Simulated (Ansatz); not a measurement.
Gap of a one-dimensional NaCl body, 12 atoms a period at several levels, all on one geometry.

```
CELL_PARAMETERS angstrom
     16.50000     0.00000     0.00000
      0.00000    16.00000     0.00000
      0.00000     0.00000     5.40545
ATOMIC_POSITIONS crystal
  Na 0.65938 0.50000 0.00000
  Cl 0.58596 0.65354 0.00000
  Na 0.42031 0.64233 0.00000
  Cl 0.32808 0.50000 0.00000
  Na 0.42031 0.35767 0.00000
  Cl 0.58596 0.34646 0.00000
  Cl 0.67192 0.50000 0.50000
  Na 0.57969 0.64233 0.50000
  Cl 0.41404 0.65354 0.50000
  Na 0.34062 0.50000 0.50000
  Cl 0.41404 0.34646 0.50000
  Na 0.57969 0.35767 0.50000
```

Levels: PBE (plane waves to 420 eV, PAW; Ansatz, an electronic-structure program); r2SCAN (plane waves to 500 eV, PAW; Ansatz); HSE06 run with Ansatz. Unmarked values and the geometry are of the first. Mesh 1×1×6. No spin polarisation. Isolated but for its images some 11 Å away. A hypothetical model. Only distortions within the start's symmetry and period were free. HSE06 ran on a 1×1×4 mesh and at PBE's edge points.

```tsv
level	gap (eV)
PBE	5.06
r2SCAN	5.84
HSE06	(withheld)
```

Complete the blanks.


- HSE06, gap (eV): 6.31
